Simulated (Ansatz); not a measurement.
We consider cubic perovskite CsPbBr3 (cubic high-temperature phase), described by PBE0 (Ansatz, a first-principles code, PAW).

Run with plane-wave cutoff 460 eV, 4×4×4 k mesh, Fermi–Dirac smearing 0.01 eV, scalar-relativistic PAW data made under PBE.

Energies at three volumes about the minimum:

| V (Å³/atom) | E − E_lowest (meV/atom) |
|---|---|
| 41.496 | 1.73 |
| 42.556 | 0.00 |
| 43.624 | 1.56 |

Task: Fit a parabola by hand: where is the minimum, what lattice constant follows, and what is the bulk modulus?

Result: Slopes: (0.00 − 1.73)/(42.556 − 41.496) = -1.632 and (1.56 − 0.00)/(43.624 − 42.556) = 1.461 meV/Å³. Curvature E″ = 2 × (1.461 − (-1.632))/(43.624 − 41.496) = 2.907 meV/Å⁶. From the middle of the first interval, the slope vanishes at V0 = 42.0260 − (-1.632)/2.907 = 42.587 Å³/atom. B = V0 E″ = 42.587 × 2.907 meV/Å³ × 0.1602 GPa per meV/Å³ = 19.8 GPa. With 5 atoms in the cube, a = (5 × 42.587)^(1/3) = 5.971 Å. The full Birch–Murnaghan fit to all volumes gives V0 = 42.563 Å³/atom and B0 = 19.9 GPa.

Note: the relaxation could not lower the start's symmetry, so the cell can be a saddle point above a distorted one.
